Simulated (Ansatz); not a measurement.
The starting structures come from a database of crystals and need not be the phases stable at ambient conditions.

The decay constant κ of evanescent states in the gap governs leakage through a thin film.

Input:

```yaml
crystal:
  lattice:
    - [3.99643, 0.00000, 0.00000]
    - [0.00000, 11.20216, -0.24567]
    - [1.99821, -4.73591, 6.33104]
  atoms:
    - { symbol: Bi, position: [0.29173, 0.61502, 0.41654] }
    - { symbol: Bi, position: [0.70827, 0.38498, 0.58346] }
    - { symbol: Bi, position: [0.40021, 0.87178, 0.19959] }
    - { symbol: Bi, position: [0.59979, 0.12822, 0.80041] }
    - { symbol: S, position: [0.34710, 0.33669, 0.30579] }
    - { symbol: S, position: [0.65290, 0.66331, 0.69421] }
    - { symbol: S, position: [0.78483, 0.84798, 0.43035] }
    - { symbol: S, position: [0.21517, 0.15202, 0.56965] }
    - { symbol: S, position: [0.92369, 0.03075, 0.15261] }
    - { symbol: S, position: [0.07631, 0.96925, 0.84739] }
    - { symbol: S, position: [0.03653, 0.55203, 0.92693] }
    - { symbol: S, position: [0.96347, 0.44797, 0.07307] }
```

Space group of this cell: C2/m. The cell was relaxed by PBE-D3(BJ); by r2SCAN its mean pressure is 1.5 GPa.

Transport runs along the normal of the first two printed cell vectors.

No gap correction and no spin-orbit coupling; mid-gap values are interpolated between computed energies.

### Question
Predict the band gap and the smallest decay constant κ at mid-gap from r2SCAN (Ansatz, a program for electronic structure).

### Answer
Gap 1.34 eV on a 8×4×8 mesh; κ = 0.187 1/Å, at (0.375, 0.250) of the in-plane reciprocal vectors. At the zone centre, at the nearest computed energy, the slowest state has κ = 0.21 1/Å.
